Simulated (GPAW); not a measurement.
Worked example: self-consistent single point of ScAl (P1, 4 atoms in the cell) in GPAW.

Method: PBEsol, GPAW PAW datasets PBEsol (made by gpaw-setup) (plane waves; GPAW).

The change in words: atoms moved at random. Reference geometry:
```xyz
4
Lattice="2.1697 -5.2654 0.0000 2.1697 5.2654 0.0000 0.0000 0.0000 3.7822" Properties=species:S:1:pos:R:3 pbc="T T T"
Sc     2.1697    -3.8404     0.9456
Sc     2.1697     3.8404     2.8367
Al     2.1697    -0.8899     0.9456
Al     2.1697     0.8899     2.8367
```

Reference input (self-consistent single point, DFT PBEsol, plane waves, GPAW PAW datasets PBEsol (made by gpaw-setup)): mode = pw; ecut = 850 eV; xc = PBEsol; kpts = 6 6 6; mesh shift (steps) = 0 0 0; occupations.name = fermi-dirac; occupations.width = 0.1 eV; nbands = -12; convergence.density = 1e-05 e/electron; symmetry.symmorphic = false; symmetry.tolerance = 0.0005; maxiter = 150. This run's input differs from it in these lines:

```diff
@@ -8,6 +8,6 @@
                     [0.000000, 0.000000, 3.782227]],
-              scaled_positions=[[0.864680, 0.135320, 0.250000],
-                                [0.135320, 0.864680, 0.750000],
-                                [0.584500, 0.415500, 0.250000],
-                                [0.415500, 0.584500, 0.750000]],
+              scaled_positions=[[0.858469, 0.129310, 0.256442],
+                                [0.138361, 0.872341, 0.732539],
+                                [0.590865, 0.414882, 0.256941],
+                                [0.412305, 0.583467, 0.754078]],
               pbc=True)
```

Output, abridged:

```
     iter     time        total  log10-change:
                         energy   eigst   dens
iter:   1 --:--:--   -19.655998
iter:   2 --:--:--   -19.724390   -0.31  -1.24
iter:   3 --:--:--   -19.441451   -0.86  -1.27
iter:   4 --:--:--   -19.468601   -1.15  -1.47
iter:   5 --:--:--   -19.586516   -1.41  -1.63
iter:   6 --:--:--   -19.497092   -1.32  -1.62
iter:   7 --:--:--   -19.461604   -2.44  -2.05
iter:   8 --:--:--   -19.462215   -3.06  -2.37
iter:   9 --:--:--   -19.454902c  -2.80  -2.37
iter:  10 --:--:--   -19.455292c  -3.33  -2.72
iter:  11 --:--:--   -19.454985c  -4.25  -2.90
iter:  12 --:--:--   -19.454968c  -4.35  -3.05
   [... lines left out ...]
iter:  18 --:--:--   -19.454893c  -6.22  -4.08
iter:  19 --:--:--   -19.454894c  -7.04  -4.51
iter:  20 --:--:--   -19.454892c  -7.22  -4.53
iter:  21 --:--:--   -19.454891c  -7.89c -4.52
iter:  22 --:--:--   -19.454893c  -7.99c -4.50
iter:  23 --:--:--   -19.454896c  -7.89c -4.66
iter:  24 --:--:--   -19.454895c  -8.89c -4.72
iter:  25 --:--:--   -19.454896c  -8.99c -4.71
iter:  26 --:--:--   -19.454896c  -8.43c -4.75
iter:  27 --:--:--   -19.454896c  -8.48c -4.80
iter:  28 --:--:--   -19.454893c  -7.99c -4.80
iter:  29 --:--:--   -19.454893c  -8.58c -4.97
iter:  30 --:--:--   -19.454895c  -8.43c -5.01c
Converged after 30 iterations.

Dipole moment: (-0.017592, 0.103227, -0.008821) |e|*Ang

Energy contributions relative to reference atoms: (reference = -54708.446708)

Kinetic:        +10.738484
Potential:       -8.123070
External:        +0.000000
XC:             -22.272255
Entropy (-ST):   -0.119570
Local:           +0.261731
SIC:             +0.000000
--------------------------
Free energy:    -19.514680
Extrapolated:   -19.454895

Showing only first 2 kpts
 Kpt  Band  Eigenvalues  Occupancy
  0    12      4.99979    1.85685
  0    13      5.59471    0.06544
  0    14      6.17675    0.00020
  0    15      6.26366    0.00008

  1    12      4.57338    1.99783
  1    13      5.57865    0.07641
  1    14      5.74951    0.01429
  1    15      6.08548    0.00050

Fermi level: 5.25607

No gap
No difference between direct/indirect transitions
Energy (eV): -19.454895

Forces in eV/Ang:
  0 Sc    0.11151   -0.04421   -0.09948
  1 Sc   -0.08691   -0.12447    0.42519
  2 Al    0.02957    0.22325   -0.34697
  3 Al   -0.05417   -0.05453    0.02122

Stress tensor:
     0.014785    -0.002415     0.000226
    -0.002415     0.014914     0.003474
     0.000226     0.003474     0.018341
Stress (GPa, Voigt): [ 2.3689  2.3895  2.9385  0.5566  0.0362 -0.387 ]
```

The run converged in 30 iterations. GPAW prints stress with tension positive. Against the reference run the free energy rises by 6.4 meV/atom, the pressure stays near -2.57 GPa while the xx stress (positive for compression) goes from -2.97 to -2.37 GPa and the largest force goes from 0.085 to 0.451 eV/Å.

The starting cell comes from a database of computed structures (which also holds hypothetical and non-ambient phases and stackings), without a prior relaxation at this level. Its lattice was rescaled by a random factor within 2.5 % of one. For this run, on top of that: atoms moved at random.

Cost on one core of a shared machine: roughly 10 min.
